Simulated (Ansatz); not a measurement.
GaAs under load (space group F-43m), r2SCAN with spin-orbit coupling, rigid bands (Ansatz, an electronic-structure program). Condition of this run: hydrostatic pressure 10 GPa (the target of the relaxation). Band gap 1.43 eV, N_c = 4.01e19 cm⁻³ and N_v = 1.09e19 cm⁻³ at 300 K, conductivity masses of 0.328 mₑ (electrons) and 0.354 mₑ (holes). Take k_BT = 0.02585 eV.

Task: Find the intrinsic carrier density and the intrinsic Fermi level.

Result: n_i = √(N_c N_v) exp(−E_g/2k_BT) = 2.09e19 × exp(−27.66) = 2.0e7 cm⁻³. The level lies (k_BT/2) ln(N_v/N_c) = -17 meV from mid-gap (positive towards the conduction band). Each 0.1 eV added to the gap lowers n_i by a factor of 6.9.

Task: What built-in voltage has an abrupt junction with N_A = 1e17 and N_D = 1e18 cm⁻³, all dopants ionised?

Result: V_bi = E_g/e − (k_BT/e) ln(N_c N_v/(N_A N_D)) = 1.43 − 0.02585 × 8.38 = 1.21 V, for the computed gap.

Task: A film of it is 2 nm thick. Estimate the confinement energies in an infinite well.

Result: ħ²π²/(2m t²) = 0.376 eV·nm²/(m/mₑ × t²) gives 287 meV for electrons and 266 meV for holes, so the gap would widen to about 1.98 eV. Finite barriers and nonparabolic bands lower this, and with several valleys or bands the heaviest mass along the normal sets the lowest level, not this average.

Rigid bands with the computed gap; masses take one relaxation time for all states.
